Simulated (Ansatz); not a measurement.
Functionals compared on the (0001) surface of wurtzite ZnO, Zn-terminated, Br on every top atom (bottom of the slab: 2 H on 4 bottom sites), in Ansatz (plane waves, PAW). The structure was relaxed with PBE; the other rows are single points on it. Cutoff 420 eV (500 eV for r2SCAN).

Model: 46-atom slab, 14.7 Å thick at the start with caps and adatoms, 4x4x1 mesh, Fermi-Dirac 0.025 eV, dipole correction, 8 atoms held, the rest relaxed; start symmetry kept, larger cells not searched; no spin (no spin-polarised run to compare, though such a face may carry moments), no spin-orbit, no U. The slab shows no gap on its mesh. It is one candidate, not shown to be the stable structure of the face. These notes are the PBE run's.

| functional | work function of the top face (eV) | rough cost of the single point |
|---|---|---|
| PBE | 6.02 | – |
| r2SCAN | ___ | very roughly 9 core-minutes |

**Question.** What belongs in the gaps?

**Answer.** 
- r2SCAN, work function of the top face (eV): 6.34

Ansatz is a quantum-chemistry and plane-wave program.
